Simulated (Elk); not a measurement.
A self-consistent single point of InSb (F-43m, 2 atoms in the cell) with Elk

Computed with PBE, all-electron FP-LAPW, Elk's shipped species files, APW+lo basis with extra local orbitals (Elk).

Input:

```
tasks
  0

xctype
  20

rgkmax
  7.5

gmaxvr
  14.0

nxlo
  2

lorbcnd
  .true.

rmtscf
  0.99

lmaxi
  2

swidth
  0.00367493

maxscl
  100

scale
  1.889726125

avec
    0.0000000000    3.3467910000    3.3467910000
    3.3467910000    0.0000000000    3.3467910000
    3.3467910000    3.3467910000    0.0000000000

atoms
  2
  'In.in'
  1
  0.0000000000  0.0000000000  0.0000000000    0.0 0.0 0.0
  'Sb.in'
  1
  0.2500000000  0.2500000000  0.2500000000    0.0 0.0 0.0

ngridk
  9 9 9
```

Output (repeated stretches shortened):

```
│ Elk code version 10.2.4 │

All units are atomic (Hartree, Bohr, etc.)

│ Ground-state run starting from atomic densities │

Lattice vectors :
   0.000000000       6.324518388       6.324518388
   6.324518388       0.000000000       6.324518388
   6.324518388       6.324518388       0.000000000

Unit cell volume      :    505.9555618
Brillouin zone volume :   0.4902608691

Muffin-tin inner radius fraction :   0.1000000000E-01

Nuclei treated as point charges

Species :    1 (In)
 parameters loaded from : In.in
 name : indium
 nuclear charge    :   -49.00000000
 electronic charge :    49.00000000
 atomic mass :    209300.4100
 muffin-tin radius :    2.574000000
 number of radial points in muffin-tin :    597
 atomic positions (lattice), magnetic fields (Cartesian) :
   1 :   0.00000000  0.00000000  0.00000000    0.00000000  0.00000000  0.00000000

Species :    2 (Sb)
 parameters loaded from : Sb.in
 name : antimony
 nuclear charge    :   -51.00000000
 electronic charge :    51.00000000
 atomic mass :    221954.9019
 muffin-tin radius :    2.574000000
 number of radial points in muffin-tin :    597
 atomic positions (lattice), magnetic fields (Cartesian) :
   1 :   0.25000000  0.25000000  0.25000000    0.00000000  0.00000000  0.00000000

Total number of atoms per unit cell :    2

Spin treatment :
 spin-unpolarised

Number of Bravais lattice symmetries :   48
Number of crystal symmetries         :   24
Crystal has no inversion symmetry
Complex Hermitian eigensolver will be used

k-point grid :      9     9     9
k-point offset :    0.000000000       0.000000000       0.000000000
k-point set is reduced with full crystal symmetry group
Total number of k-points :       55

Muffin-tin radius times maximum |G+k| :    7.500000000
 using average radius
Maximum |G+k| for APW functions       :    2.913752914
Maximum (1/2)|G+k|²                   :    4.244978021
Maximum |G| for potential and density :    14.00000000
 potential will be trimmed for |G| > 2 gkmax
Constant for pseudocharge density :    9
Radial integration step length :    4

G-vector grid sizes :     40    40    40
Number of G-vectors :    23409

Maximum angular momentum used for
 APW functions                      :    8
 outer part of muffin-tin           :    6
 inner part of muffin-tin           :    2

Total nuclear charge    :   -100.0000000
Total core charge       :    66.00000000
Total valence charge    :    34.00000000
Total excess charge     :    0.000000000
Total electronic charge :    100.0000000

Effective Wigner radius, rₛ :    1.064979517

Number of empty states         :    8
Total number of valence states :   25
Total number of core states    :   66

Conduction state local-orbitals added automatically
Total number of local-orbitals :  162

Exchange-correlation functional :     20     0     0
 Perdew-Burke-Ernzerhof, Phys. Rev. Lett. 77, 3865 (1996)
 gradient requirement :    1
 generalised gradient approximation (GGA)

Smearing type :    3
 Fermi-Dirac
Smearing width :   0.3674930000E-02
Effective electronic temperature (K) :    1160.451112

Mixing type :    3
 Broyden mixing, J. Phys. A: Math. Gen. 17, L317 (1984)

Kohn-Sham potential initialised from atomic data

│ Self-consistent loop started │
│ Loop number : 1 │
 total energy                :     -12373.0512168
│ Loop number : 2 │
 total energy                :     -12373.0343444
RMS change in Kohn-Sham potential (target) :   0.1061644006     (  0.1000000000E-05)
Absolute change in total energy (target)   :   0.1687240750E-01 (  0.1000000000E-03)
│ Loop number : 3 │
 total energy                :     -12372.8601072
RMS change in Kohn-Sham potential (target) :   0.1027914042     (  0.1000000000E-05)
Absolute change in total energy (target)   :   0.1784552675     (  0.1000000000E-03)
│ Loop number : 4 │
 total energy                :     -12370.0337327
RMS change in Kohn-Sham potential (target) :   0.5272143584E-01 (  0.1000000000E-05)
Absolute change in total energy (target)   :    2.870988349     (  0.1000000000E-03)
│ Loop number : 5 │
 total energy                :     -12368.0632642
RMS change in Kohn-Sham potential (target) :   0.1727267274E-01 (  0.1000000000E-05)
Absolute change in total energy (target)   :    2.688215588     (  0.1000000000E-03)
│ Loop number : 6 │
 total energy                :     -12367.3432060
RMS change in Kohn-Sham potential (target) :   0.4207073632E-02 (  0.1000000000E-05)
Absolute change in total energy (target)   :    1.392112104     (  0.1000000000E-03)
│ Loop number : 7 │
 total energy                :     -12367.1125961
RMS change in Kohn-Sham potential (target) :   0.2167111306E-03 (  0.1000000000E-05)
Absolute change in total energy (target)   :   0.5786379228     (  0.1000000000E-03)
│ Loop number : 8 │
 total energy                :     -12367.1032010
RMS change in Kohn-Sham potential (target) :   0.8556534100E-04 (  0.1000000000E-05)
Absolute change in total energy (target)   :   0.1540545577     (  0.1000000000E-03)
│ Loop number : 9 │
 total energy                :     -12367.0983867
RMS change in Kohn-Sham potential (target) :   0.4496860379E-04 (  0.1000000000E-05)
Absolute change in total energy (target)   :   0.4332792689E-01 (  0.1000000000E-03)
│ Loop number : 10 │
 total energy                :     -12367.0938220
RMS change in Kohn-Sham potential (target) :   0.1464367574E-04 (  0.1000000000E-05)
Absolute change in total energy (target)   :   0.1539670776E-01 (  0.1000000000E-03)
│ Loop number : 11 │
 total energy                :     -12367.0926977
RMS change in Kohn-Sham potential (target) :   0.6186618388E-05 (  0.1000000000E-05)
Absolute change in total energy (target)   :   0.4973504985E-02 (  0.1000000000E-03)
│ Loop number : 12 │
 total energy                :     -12367.0922820
RMS change in Kohn-Sham potential (target) :   0.1059034713E-05 (  0.1000000000E-05)
Absolute change in total energy (target)   :   0.1659003914E-02 (  0.1000000000E-03)
│ Loop number : 13 │
 total energy                :     -12367.0922489
RMS change in Kohn-Sham potential (target) :   0.3054771375E-06 (  0.1000000000E-05)
Absolute change in total energy (target)   :   0.4479225372E-03 (  0.1000000000E-03)
│ Loop number : 14 │
 total energy                :     -12367.0922477
RMS change in Kohn-Sham potential (target) :   0.1248931623E-06 (  0.1000000000E-05)
Absolute change in total energy (target)   :   0.1131362242E-03 (  0.1000000000E-03)
│ Loop number : 15 │
 total energy                :     -12367.0922508
RMS change in Kohn-Sham potential (target) :   0.1801108480E-07 (  0.1000000000E-05)
Absolute change in total energy (target)   :   0.2523854346E-04 (  0.1000000000E-03)
Convergence targets achieved

│ Loop number : 16 │

Energies :
 Fermi                       :     0.126325692390
 sum of eigenvalues          :     -7478.09300969
 electron kinetic            :      13021.8225802
 core electron kinetic       :      12664.4491264
 Coulomb                     :     -25057.9861426
 Coulomb potential           :     -20068.2543342
 nuclear-nuclear             :     -916.080437034
 electron-nuclear            :     -28215.5570769
 Hartree                     :      4073.65137137
 Madelung                    :     -15023.8589755
 xc potential                :     -431.661255699
 exchange                    :     -325.601571308
 correlation                 :     -5.32699733921
 electron entropic           :    -0.119059384722E-03
 total energy                :     -12367.0922501

Density of states at Fermi energy :    2.057447576
 (states/Hartree/unit cell)

Estimated indirect band gap :   0.1435572586E-01
 from k-point      1 to k-point      5
Estimated direct band gap   :   0.2709907097E-01
 at k-point      9

Charges :
 core                        :    66.00000000
 valence                     :    34.00000000
 interstitial                :    3.774844911
 muffin-tins (core leakage)
  species :    1 (In)
   atom    1                 :    47.27308206     (  0.1516228563E-03)
  species :    2 (Sb)
   atom    1                 :    48.95207303     (  0.9063374553E-03)
 total in muffin-tins        :    96.22515509
 total calculated charge     :    99.99585712
 total charge                :    100.0000000
 error                       :   0.4142882142E-02

│ Self-consistent loop stopped │
```

The run converged in 16 iterations. The count includes the last loop, which Elk runs after its targets are met.

The starting cell comes from a database of computed structures (which also holds hypothetical and non-ambient phases and stackings), without a prior relaxation at this level. Its lattice was rescaled by a random factor within 2.5 % of one. Spin-orbit coupling is off. Values depend on the basis (sphere radii, cutoffs, local orbitals), which need not be converged. The run gives no clean gap (levels at the Fermi energy touch, overlap or are partly filled at this smearing), which alone does not show that the compound is a metal. The log's line on a gap gives a spacing of levels on this mesh, which the program prints for metals too.
